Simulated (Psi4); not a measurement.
Psi4 1.11, PBE0/def2-svp: Sr(OH)(acac) (CC1=CC(C)=[O]->[Sr]([OH])[O]1), 17 atoms. The geometry is a generated start, not checked to be a minimum at this level.

| Quantity | Result |
|---|---|
| task | energy |
| method | pbe0 |
| basis | def2-svp |
| memory | 3 GB |
| maxiter | 100 |
| keys of the molecule block | symmetry c1 |
| scf_type | df (default) |
| diis_max_vecs | 10 (default) |
| e_convergence | 1e-06 (default) |
| d_convergence | 1e-06 (default) |
| dft_radial_points | 75 (default) |
| dft_spherical_points | 302 (default) |
| effective core potentials | those of the basis set, past Kr |
| basis functions | 175 |
| grid points | 359400 |

```xyz
17

Sr     1.4050     2.1260     0.8354
O     -0.5836     2.7501     0.7229
H     -0.9301     3.6307     0.8614
C      0.1530    -0.1264    -2.6037
C      0.6129     0.1158    -1.1810
C      0.0433    -0.6896    -0.1904
C      0.2454    -0.5654     1.1852
C     -0.5745    -1.4623     2.0834
O      1.0561     0.2198     1.7409
O      1.4692     1.0192    -0.9966
H      0.2655    -1.1745    -2.8694
H     -0.9000     0.1393    -2.6830
H      0.7307     0.4914    -3.2866
H     -0.6455    -1.4550    -0.5147
H     -1.6173    -1.1688     2.0060
H     -0.4843    -2.5009     1.7771
H     -0.2456    -1.3495     3.1129
```

With the defaults (diis = true, scf_initial_accelerator = adiis, damping_percentage = 0, guess = auto, which took SAD, diis_start = 1, level_shift = 0, level_shift_cutoff = 0.01, soscf = false, soscf_start_convergence = 0.01) it converges in 11 SCF iterations. One run each on 2 threads, with these changes:
- guess = sapgau
- diis_start = 4
- damping_percentage = 20
- guess = huckel
- guess = sap
- guess = core
- soscf = true, soscf_start_convergence = 0.1
- diis = false, scf_initial_accelerator = none, damping_percentage = 60
- level_shift = 0.5, level_shift_cutoff = 0.001

Question: Name the settings that don't reach the solution of the defaults.

Answer: No convergence: diis = false, scf_initial_accelerator = none, damping_percentage = 60 (the run ends without SCF convergence in 100 iterations). The rest reach the solution of the defaults.

```csv
setting,SCF iterations,JK calls,end
"level_shift = 0.5, level_shift_cutoff = 0.001",9,10,same solution
"soscf = true, soscf_start_convergence = 0.1",9,40,same solution
the defaults,11,12,same solution
guess = huckel,13,38,same solution
guess = sapgau,16,16,same solution
guess = sap,17,17,same solution
guess = core,17,17,same solution
diis_start = 4,18,19,same solution
damping_percentage = 20,20,21,same solution
"diis = false, scf_initial_accelerator = none, damping_percentage = 60",100,101,no convergence
```

An SOSCF iteration holds several JK calls; a Hückel guess adds calls on atoms. 1 further run of the study ended by our limits or in an error and is left out.
